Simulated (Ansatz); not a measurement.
Partial pair distribution functions of a relaxed model of amorphous silicon oxynitride (Si₂₄O₄₅N₂), broadened by 0.06 Å; density 2.20 g/cm³. Level of theory: PBE, scalar-relativistic without spin-orbit coupling (plane waves to 420 eV, PAW; Ansatz, a quantum-chemistry and plane-wave program).

Preparation: random packing, a CHGNet melt and quench, and a DFT relaxation. O and N atoms were pushed apart under 1.9 Å during the dynamics, to hinder bonds among them. The hot cell started wider than the set density and was brought back towards it in steps. It is the lowest in DFT energy of 2 quenches. It is a model cell: composition and starting density were chosen by hand, and all elements were melted together. No dispersion term was used. Its density started from a set value of 2.20 and ended at 2.20 g/cm³. Cooling (nominally 400 K/ps over its main leg) ran many orders faster than in experiment, which tends to leave more defects and strain. Values belong to this one cell and scatter from quench to quench. The volume was held where the preparation left it and the shape relaxed, at a PBE pressure of 0.1 GPa.

```tsv
r (Å)	g Si-O	g Si-N	g Si-Si	g O-O
1.35	0.01	0.00	0.00	0.00
1.45	0.45	0.09	0.00	0.00
1.55	7.26	3.52	0.00	0.00
1.65	15.02	11.91	0.00	0.00
1.75	3.48	12.27	0.00	0.00
1.85	0.11	2.94	0.00	0.00
1.95	0.00	0.06	0.00	0.00
2.05	0.00	0.00	0.00	0.00
2.15	0.00	0.00	0.00	0.00
2.25	0.00	0.00	0.09	0.01
2.35	0.00	0.00	0.36	0.09
2.45	0.00	0.00	0.09	0.47
2.55	0.00	0.00	0.00	3.09
2.65	0.00	0.00	0.10	5.68
2.75	0.00	0.00	1.07	4.03
2.85	0.06	0.00	2.45	1.44
2.95	0.24	0.00	4.16	0.60
3.05	0.43	0.14	2.86	0.59
3.15	0.68	1.08	2.67	0.41
3.25	0.94	0.53	1.46	0.48
3.35	1.02	0.02	0.24	0.39
3.45	1.23	0.00	0.01	0.35
3.55	1.26	0.22	0.00	0.48
3.65	1.06	0.96	0.00	0.47
3.75	1.15	1.20	0.03	0.56
3.85	1.08	2.65	0.28	0.84
3.95	1.21	2.13	0.62	0.97
4.05	1.55	1.28	0.71	0.64
4.15	1.96	1.81	0.54	0.51
4.25	1.67	2.41	0.70	0.67
4.35	0.99	2.89	0.83	0.85
4.45	0.69	1.46	1.21	0.96
4.55	0.67	0.70	1.30	0.98
4.65	0.70	0.35	0.91	1.29
4.75	0.73	0.51	1.08	1.37
```

Within 1.92 Å each Si has 3.71 O neighbours on average.
